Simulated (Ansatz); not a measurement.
CsSnI₃ (P4/mbm, No. 127, 10 atoms in the cell; start COD 4117958; high-temperature phase), treated with HSE06 (Ansatz, an electronic-structure program, plane waves, PAW).

Numerical settings: plane-wave cutoff 460 eV, 4×4×4 k mesh, Fermi–Dirac smearing 0.01 eV, scalar-relativistic PAW data made under PBE.

Cell (measured lattice):

Space group P4/mbm (No. 127); a = 8.7182 Å, b = 8.7182 Å, c = 6.1908 Å, α = 90.00°, β = 90.00°, γ = 90.00°

```csv
atom,site,symmetry,x,y,z
I,2a,4/m..,0.0000,0.0000,0.0000
I,4h,m.2m,0.2763,0.2237,0.5000
Sn,2b,4/m..,0.5000,0.5000,0.5000
Cs,2d,m.mm,0.0000,0.5000,0.0000
```

Problem. Estimate the band gap and Γ–Γ gap that the calculation returns.

Solution. 
* **band gap**: 0.64 eV (on the SCF k mesh)
* **Γ–Γ gap**: 2.05 eV

Note: held by symmetry at 0 K, a high-temperature phase can be a saddle point; cell and atoms aren't relaxed at this level (largest force component 0.03 eV/Å, pressure 0.6 GPa).

Spin–orbit coupling is not included; with these elements it can move the gap by several tenths of an eV or more.

Static lattice: no zero-point or thermal effects.
